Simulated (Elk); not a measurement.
Band structure of TaOs₃ (Pm-3m, 4 atoms in the cell).

```
TaOs3
1.0
    3.91497     0.00000     0.00000
    0.00000     3.91497     0.00000
    0.00000     0.00000     3.91497
Ta Os
1 3
Direct
  0.00000   0.00000   0.00000
  0.00000   0.50000   0.50000
  0.50000   0.00000   0.50000
  0.50000   0.50000   0.00000
```

Method: Elk with PBEsol, all-electron FP-LAPW, Elk's shipped species files, APW+lo basis with extra local orbitals.

Settings: xctype = 22; rgkmax = 8; stype = 3; swidth = 0.00367493 Ha; ngridk = 7 7 7; gmaxvr = 16 1/bohr; nxlo = 2; lorbcnd = true; rmtscf = 0.88; lmaxi = 3.

The starting cell comes from a database of computed structures (which also holds hypothetical and non-ambient phases and stackings), without a prior relaxation at this level. Spin-orbit coupling is off. Spin polarisation is off. Values depend on the basis (sphere radii, cutoffs, local orbitals), which need not be converged.

Levels in eV from the Fermi level, bands 55 to 62:
```tsv
point	55	56	57	58	59	60	61	62
Γ	0.85	0.85	2.59	2.90	2.90	2.90	3.23	3.23
X	-1.65	-1.27	-0.46	-0.30	-0.30	1.38	1.39	1.39
M	-2.94	-2.07	-0.99	-0.97	-0.97	0.19	0.19	1.97
R	-1.43	-1.43	-0.03	0.60	0.60	0.60	2.63	2.63
```

Bands cross the Fermi level along this path, so the cell is metallic at this level.
